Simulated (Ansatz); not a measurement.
What pressure 15 GPa does to MgB2

Base system: MgB2 (space group P6/mmm, No. 191; a = 3.063 Å, c = 3.500 Å).

Perturbation: a hydrostatic pressure of 15 GPa.

Method: Ansatz (a first-principles code) PBEsol, spin-orbit coupling left out. Settings: 17×17×13 k-points, 0.05 eV Fermi–Dirac smearing.

* **Volume per atom**: 8.69 Å³ (base 9.48 Å³)
* **Density**: 2.93 g/cm³ (base 2.68 g/cm³)
* **Lattice parameter a**: 2.995 Å (base 3.063 Å)
* **c/a ratio**: 1.120 (base 1.143)
* **Shortest interatomic distance**: 1.729 Å (base 1.769 Å)
* **Enthalpy H = E + PV relative to the base's energy**: +0.85 eV/atom
* **Band gap**: zero (base zero)

Final structure:

```
MgB2
1.0
    2.99512     0.00000     0.00000
   -1.49756     2.59385     0.00000
    0.00000     0.00000     3.35436
Mg B
1 2
Direct
  0.00000   0.00000   0.00000
  0.66667   0.33333   0.50000
  0.33333   0.66667   0.50000
```

Cost of the whole job for the changed cell (relaxation, final SCF and bands): roughly 27 core-seconds.

Load acts through the strain it causes; cell and atoms are relaxed under it. No phonon test of stability was made. Competing high-pressure phases were not computed. The final runs are not spin-polarised.
